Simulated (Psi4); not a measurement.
Psi4 1.11, PBE0/def2-svp: Ti(O)(NH2)(Me) ([CH3][Ti]([NH2])=[O]), 9 atoms. The geometry is a generated start, not checked to be a minimum at this level.

```
Quantity                             Result
--------------------------  ---------------
task                                 energy
method                                 pbe0
basis                              def2-svp
memory                                 3 GB
maxiter                                 100
keys of the molecule block      symmetry c1
scf_type                       df (default)
e_convergence               1e-06 (default)
d_convergence               1e-06 (default)
dft_radial_points              75 (default)
dft_spherical_points          302 (default)
basis functions                          98
grid points                          195830
```

```xyz
9

Ti    -0.5214    -0.6861    -0.5949
O     -1.8199    -1.0048     0.2944
N     -0.6799     1.0790    -1.1784
H     -0.2637     1.5590    -1.9743
H     -1.4336     1.6578    -0.8001
C      0.9850    -0.6747     0.8494
H      1.1708     0.3806     1.1102
H      1.9354    -1.1280     0.5405
H      0.6273    -1.1828     1.7532
```

Charge 0 and multiplicity 1 are set for this test and not shown to be the ground state.

With the defaults (diis = true, scf_initial_accelerator = adiis, damping_percentage = 0, guess = auto, which took SAD, diis_start = 1, diis_max_vecs = 10, soscf = false, soscf_start_convergence = 0.01) it converges in 11 SCF iterations. One run each on 2 threads, with these changes:
- guess = sap
- soscf = true, soscf_start_convergence = 0.001
- diis_start = 4
- guess = sapgau
- guess = modhuckel
- guess = huckel
- diis = false, scf_initial_accelerator = none, damping_percentage = 60
- diis_max_vecs = 3
- guess = core

Which runs fail or end elsewhere than the default run?

No convergence: diis = false, scf_initial_accelerator = none, damping_percentage = 60 (the run ends without SCF convergence in 100 iterations). The rest reach the solution of the defaults.

```json
[
 {"setting": "soscf = true, soscf_start_convergence = 0.001", "SCF iterations": "10", "JK calls": "21", "end": "same solution"},
 {"setting": "the defaults", "SCF iterations": "11", "JK calls": "12", "end": "same solution"},
 {"setting": "guess = modhuckel", "SCF iterations": "11", "JK calls": "40", "end": "same solution"},
 {"setting": "guess = sapgau", "SCF iterations": "11", "JK calls": "11", "end": "same solution"},
 {"setting": "guess = huckel", "SCF iterations": "12", "JK calls": "41", "end": "same solution"},
 {"setting": "guess = sap", "SCF iterations": "12", "JK calls": "12", "end": "same solution"},
 {"setting": "guess = core", "SCF iterations": "16", "JK calls": "16", "end": "same solution"},
 {"setting": "diis_start = 4", "SCF iterations": "17", "JK calls": "18", "end": "same solution"},
 {"setting": "diis_max_vecs = 3", "SCF iterations": "28", "JK calls": "29", "end": "same solution"},
 {"setting": "diis = false, scf_initial_accelerator = none, damping_percentage = 60", "SCF iterations": "100", "JK calls": "101", "end": "no convergence"}
]
```

An SOSCF iteration holds several JK calls; a Hückel guess adds calls on atoms. 1 further run of the study ended by our limits or in an error and is left out.
